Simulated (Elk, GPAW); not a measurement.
An Elk input for a self-consistent single point of PdPtAu (P3m1, 3 atoms in the cell) (DFT, LDA (PW92), all-electron FP-LAPW, Elk's shipped species files, APW+lo basis with extra local orbitals):

```
tasks
  0

xctype
  3

tforce
  .true.

rgkmax
  7.5

gmaxvr
  18.0

lmaxapw
  10

lmaxo
  8

nxlo
  2

lorbcnd
  .true.

lradstp
  2

nrmtscf
  2.0

rmtscf
  0.9

lmaxi
  4

stype
  0

swidth
  0.00499791

avec
    5.3848127046   -0.0000000738    0.0000000000
   -2.6924062884    4.6633846337    0.0000000000
    0.0000000000    0.0000000000   13.2023448026

sppath
  'species/'

atoms
  3   : nspecies
  'Pd.in'   : spfname
  1   : natoms; atposl, bfcmt below
  0.0000000000  0.0000000000  0.3379600000    0.0 0.0 0.0
  'Pt.in'   : spfname
  1   : natoms; atposl, bfcmt below
  0.6666666667  0.3333333333  0.6590900000    0.0 0.0 0.0
  'Au.in'   : spfname
  1   : natoms; atposl, bfcmt below
  0.3333333333  0.6666666667  0.0029500000    0.0 0.0 0.0

ngridk
  16 16 6
```

Write the same calculation as an input for GPAW.

One input that does it (others would too):

```python
from ase import Atoms
from ase.units import GPa
from gpaw import GPAW, PW

atoms = Atoms(['Pd', 'Pt', 'Au'],
              cell=[[2.849520, 0.000000, 0.000000],
                    [-1.424760, 2.467757, 0.000000],
                    [0.000000, 0.000000, 6.986380]],
              positions=[[0.000000, 0.000000, 2.361117],
                         [1.424761, 0.822585, 4.604653],
                         [-0.000001, 1.645172, 0.020610]],
              pbc=True)

calc = GPAW(mode=PW(550),
            xc='LDA',
            kpts={'size': (16, 16, 6), 'gamma': True},
            occupations={'name': 'methfessel-paxton', 'width': 0.136, 'order': 0},
            nbands=-7,
            convergence={'forces': 0.001},
            symmetry={'symmorphic': False, 'tolerance': 0.0005},
            maxiter=150)

atoms.calc = calc

energy = atoms.get_potential_energy()
print('Energy (eV):', round(energy, 6))
forces = atoms.get_forces()
print('Forces (eV/Ang):')
print(forces.round(5))
stress = atoms.get_stress()
print('Stress (GPa, Voigt):', (stress / GPa).round(4))
```

Basis settings and potentials, where a program has them, do not carry over. This input uses DFT LDA (Perdew-Wang 92), plane waves, GPAW PAW datasets LDA (gpaw-data 1.0.1). LDA parametrisations can differ slightly between programs.

The starting cell comes from a database of computed structures (which also holds hypothetical and non-ambient phases and stackings), without a prior relaxation at this level.
